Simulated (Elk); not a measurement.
A self-consistent single point of BaO (Fm-3m, 2 atoms in the cell) with Elk.

Level of theory: PBE, spin-orbit coupling in second variation, all-electron FP-LAPW, Elk's shipped species files, default APW+lo basis (Elk).

```yaml
crystal:
  lattice:
    - [0.00000, 2.77000, 2.77000]
    - [2.77000, 0.00000, 2.77000]
    - [2.77000, 2.77000, 0.00000]
  atoms:
    - { symbol: Ba, position: [0.00000, 0.00000, 0.00000] }
    - { symbol: O, position: [0.50000, 0.50000, 0.50000] }
```

Reference input (self-consistent single point, DFT, PBE, all-electron FP-LAPW, Elk's shipped species files, default APW+lo basis): xctype = 20; rgkmax = 7; stype = 3; swidth = 0.000367493 Ha; ngridk = 8 8 8. This run's input differs from it in these lines:

```diff
@@ -6,4 +6,13 @@
 
+spinorb
+  .true.
+
 rgkmax
   7.0
+
+lmaxi
+  3
+
+nempty
+  10
```

The program printed (abridged):

```
│ Self-consistent loop started │
│ Loop number : 1 │
 total energy                :     -8220.07639188
 total moment                :   0.9833597941E-23 -0.6235747627E-22  0.1808070877E-25
│ Loop number : 2 │
 total energy                :     -8220.10299510
 total moment                :   0.7617043831E-23 -0.2148476294E-22  0.1278208783E-22
RMS change in Kohn-Sham potential (target) :   0.7186001451     (  0.1000000000E-05)
Absolute change in total energy (target)   :   0.2660321662E-01 (  0.1000000000E-03)
│ Loop number : 3 │
 total energy                :     -8219.99325742
   [... lines left out ...]
 total energy                :     -8214.83628655
 total moment                :  -0.1568782938E-22 -0.7261734376E-23 -0.3082775220E-23
RMS change in Kohn-Sham potential (target) :   0.1532355025E-05 (  0.1000000000E-05)
Absolute change in total energy (target)   :   0.1557741944E-03 (  0.1000000000E-03)
│ Loop number : 15 │
 total energy                :     -8214.83627054
 total moment                :  -0.6239638090E-22 -0.3486221222E-22 -0.1039348677E-22
RMS change in Kohn-Sham potential (target) :   0.2684859583E-06 (  0.1000000000E-05)
Absolute change in total energy (target)   :   0.5494669676E-04 (  0.1000000000E-03)
Convergence targets achieved

│ Loop number : 16 │

Energies :
 Fermi                       :     0.229113317799
 xc effective B-field        :    -0.306421126538E-08
 external B-field            :      0.00000000000
 total energy                :     -8214.83626454
 (external B-field energy excluded from total)

Density of states at Fermi energy :   0.2721159166E-06
 (states/Hartree/unit cell)

Estimated indirect band gap :   0.7437412528E-01
 from k-point     21 to k-point     21
Estimated direct band gap   :   0.7437412528E-01
 at k-point     21

Charges :
 core                        :    38.00000000
 valence                     :    26.00000000
 interstitial                :    2.645785585
 muffin-tins (core leakage)
  species :    1 (Ba)
   atom    1                 :    53.75668593     (  0.5331869417E-05)
   [... lines left out ...]
 muffin-tins
  species :    1 (Ba)
   atom    1                 :  -0.1558750511E-23  0.4474669881E-24 -0.9050645731E-23
  species :    2 (O)
   atom    1                 :   0.9702119735E-24  0.4626368690E-23 -0.1746066986E-23
 total in muffin-tins        :  -0.5885385374E-24  0.5073835678E-23 -0.1079671272E-22
 total moment                :  -0.2725515176E-22  0.1844955476E-22 -0.2412720598E-23

│ Self-consistent loop stopped │
```

The run converged in 16 iterations. The count includes the last loop, which Elk runs after its targets are met. Against the reference run the gap on the mesh goes from 2.075 to 2.024 eV.

The starting cell has typed, rounded lattice constants, without a prior relaxation at this level. Values depend on the basis (sphere radii, cutoffs, local orbitals), which need not be converged.
